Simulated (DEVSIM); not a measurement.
Device: GaN p-n junction from an implanted or diffused profile, at 350 K.

```csv
layer (left to right),material,thickness (μm),Nd (cm⁻³),τn (s),τp (s)
1,GaN,82.0,1.7e14,1.2e-9,1.2e-9
```

Added acceptor profile: 1.6e18 cm⁻³ × exp(−(x − 0 μm)²/(2·(0.2 μm)²)). Left contact: ohmic. Right contact: ohmic. Voltage is applied to the left contact. Recombination: SRH at mid-gap. Mobility is constant in doping.

This is a model device: material constants are rounded textbook-type values typed into the input, and sizes, dopings and lifetimes were drawn at random. Values at 300 K; Nc and Nv go as T^1.5, mobilities as T to minus their exponent, the gap by Varshni's rule with the affinity fixed.

| parameter | GaN |
|---|---|
| gap (eV) | 3.43 |
| affinity (eV) | 4.1 |
| permittivity | 9.5 |
| Nc (cm⁻³) | 2.3e18 |
| Nv (cm⁻³) | 4.6e19 |
| μn (cm²/Vs) | 1200 |
| μp (cm²/Vs) | 100 |
| T exponent of μn | 1.5 |
| T exponent of μp | 2 |
| Varshni α (eV/K) | 0.00091 |
| Varshni β (K) | 830 |

DEVSIM, 1D drift-diffusion, Boltzmann statistics, complete ionisation; no tunnelling, impact ionisation, image-force lowering or self-heating.

Task: Tabulate band edges, carrier densities and field at -2.0 V on the left contact.

Result: Energies count from the Fermi level of the right contact; mesh points crowd at the junctions.

| x (μm) | Ec (eV) | Ev (eV) | n (cm⁻³) | p (cm⁻³) | field (V/cm) |
|---|---|---|---|---|---|
| 0.000 | 5.300 | 1.892 | < 1e2 | 1.6e18 | -24 |
| 0.02689 | 5.300 | 1.891 | < 1e2 | 1.6e18 | -200 |
| 0.07111 | 5.298 | 1.890 | < 1e2 | 1.5e18 | -540 |
| 0.1395 | 5.292 | 1.884 | < 1e2 | 1.3e18 | -1100 |
| 0.3080 | 5.264 | 1.856 | < 1e2 | 4.9e17 | -2300 |
| 0.4760 | 5.214 | 1.806 | < 1e2 | 9.4e16 | -3600 |
| 0.6400 | 5.125 | 1.717 | < 1e2 | 4.9e15 | -9700 |
| 0.8560 | 4.800 | 1.392 | < 1e2 | 1.0e11 | -17000 |
| 1.063 | 4.455 | 1.047 | < 1e2 | 1100000 | -16000 |
| 1.553 | 3.692 | 0.284 | < 1e2 | < 1e2 | -15000 |
| 2.726 | 2.183 | -1.225 | < 1e2 | < 1e2 | -11000 |
| 6.898 | 0.295 | -3.113 | 1.6e14 | < 1e2 | -55 |
| 15.52 | 0.294 | -3.114 | 1.7e14 | < 1e2 | ≈ 0 |
| 36.15 | 0.294 | -3.114 | 1.7e14 | < 1e2 | ≈ 0 |
| 66.61 | 0.294 | -3.114 | 1.7e14 | < 1e2 | ≈ 0 |
| 75.21 | 0.294 | -3.114 | 1.7e14 | < 1e2 | ≈ 0 |
| 79.13 | 0.294 | -3.114 | 1.7e14 | < 1e2 | ≈ 0 |
| 80.80 | 0.294 | -3.114 | 1.7e14 | < 1e2 | ≈ 0 |
| 81.63 | 0.294 | -3.114 | 1.7e14 | < 1e2 | ≈ 0 |
| 81.86 | 0.294 | -3.114 | 1.7e14 | < 1e2 | ≈ 0 |
| 81.95 | 0.294 | -3.114 | 1.7e14 | < 1e2 | ≈ 0 |
| 82.00 | 0.294 | -3.114 | 1.7e14 | < 1e2 | ≈ 0 |
